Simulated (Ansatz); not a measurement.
tetragonal indium (1 1 0) on wurtzite AlN (1 0 0) (film strained to the substrate, started from cuts of the bulks and a machine-learned relaxation; slabs Al30N30 and In16, which can lie off the formulas)

A periodic stack without vacuum, tetragonal indium (1 1 0) on wurtzite AlN (1 0 0) (film strained to the substrate, started from cuts of the bulks and a machine-learned relaxation; slabs Al30N30 and In16, which can lie off the formulas): substrate slab Al30N30, film In16, surface cells [[0, -1], [3, -1]] and [[2, 1], [2, 3]], film strained by -0.3 and +1.2 %, outermost planes AlN/AlN and In/In as cut, which need not be the usual terminations and can put a slab off its formula.

The start was prepared with a machine-learned potential, and the result is one local minimum, with the in-plane cell held and forces under 0.04 eV/Å; the film can end far from its bulk form.

Method: PBE (plane waves to 420 eV, PAW; Ansatz, a program for electronic structure). Scalar-relativistic, without spin–orbit coupling; the runs are not spin-polarised; PBE gaps are too small against experiment. Its k-point mesh 6×3×1, Fermi–Dirac width 0.05 eV.

* **interface area**: 47.1 Å²
* **period**: 23.80 Å
* **heights between the nearest atoms of the two slabs at the two interfaces**: 2.07 and 2.04 Å
* **Al–In contacts across the interfaces within 1.22 times the sum of covalent radii**: 6, mean 3.03 Å
* **In–N contacts across the interfaces within 1.22 times the sum of covalent radii**: 6, mean 2.36 Å
* **hole barrier (PBE)**: 2.09 eV
* **electron barrier (PBE)**: 1.94 eV

```
CELL_PARAMETERS angstrom
      5.01739    -0.00023    -0.08815
      5.01683     9.39037    -0.14501
      1.23081     1.15199    23.77065
ATOMIC_POSITIONS crystal
  Al 0.98565 0.47437 0.08972
  Al 0.65204 0.80706 0.09009
  Al 0.31926 0.14075 0.08987
  Al 0.31074 0.64561 0.05223
  Al 0.97481 0.98094 0.05451
  Al 0.64682 0.30830 0.05539
  N  0.60431 0.47374 0.08863
  N  0.26888 0.80855 0.08890
  N  0.93921 0.14084 0.09132
  N  0.94085 0.64471 0.05426
  N  0.60861 0.97711 0.05563
  N  0.27518 0.31150 0.05479
  Al 0.14339 0.29549 0.20430
  Al 0.81039 0.62834 0.20422
  Al 0.47708 0.96175 0.20429
  Al 0.47722 0.46603 0.16601
  Al 0.14349 0.79950 0.16604
  Al 0.81068 0.13250 0.16744
  N  0.76093 0.29605 0.20415
  N  0.42829 0.62858 0.20352
  N  0.09565 0.96128 0.20418
  N  0.09671 0.46600 0.16642
  N  0.76358 0.79892 0.16672
  N  0.43055 0.13273 0.16685
  Al 0.30323 0.11658 0.31809
  Al 0.97001 0.44975 0.31850
  Al 0.63727 0.78256 0.31813
  Al 0.63834 0.28751 0.28030
  Al 0.30560 0.62032 0.27992
  Al 0.97245 0.95339 0.28031
  N  0.92194 0.11643 0.31789
  N  0.58833 0.45001 0.31807
  N  0.25583 0.78259 0.31794
  N  0.25699 0.28747 0.28038
  N  0.92438 0.62004 0.28024
  N  0.59080 0.95358 0.28038
  Al 0.46361 0.93754 0.43103
  Al 0.12978 0.27062 0.43228
  Al 0.79636 0.60413 0.43248
  Al 0.79987 0.10836 0.39410
  Al 0.46651 0.44167 0.39425
  Al 0.13389 0.77441 0.39414
  N  0.08342 0.93740 0.43151
  N  0.74895 0.27098 0.43172
  N  0.41600 0.60398 0.43194
  N  0.41775 0.10868 0.39405
  N  0.08459 0.44159 0.39472
  N  0.75235 0.77411 0.39412
  Al 0.61602 0.76160 0.54362
  Al 0.28778 0.08977 0.54373
  Al 0.95115 0.42464 0.54593
  Al 0.96360 0.92921 0.50838
  Al 0.62878 0.26363 0.50860
  Al 0.29819 0.59459 0.50882
  N  0.24987 0.75826 0.54352
  N  0.91497 0.09264 0.54327
  N  0.58154 0.42522 0.54469
  N  0.58358 0.92940 0.50702
  N  0.24855 0.26153 0.50902
  N  0.91349 0.59673 0.50946
  In 0.45651 0.91614 0.65687
  In 0.77398 0.09572 0.63779
  In 0.33868 0.41313 0.63289
  In 0.13346 0.73186 0.63759
  In 0.46018 0.71611 0.76634
  In 0.73591 0.92849 0.76447
  In 0.91752 0.29489 0.71216
  In 0.15294 0.52372 0.75520
  In 0.72027 0.41652 0.84807
  In 0.18413 0.70508 0.89746
  In 0.15449 0.99158 0.83855
  In 0.42304 0.22204 0.82088
  In 0.86054 0.15455 0.94166
  In 0.17598 0.34141 0.95744
  In 0.73784 0.65111 0.96663
  In 0.54510 0.97036 0.95924
```
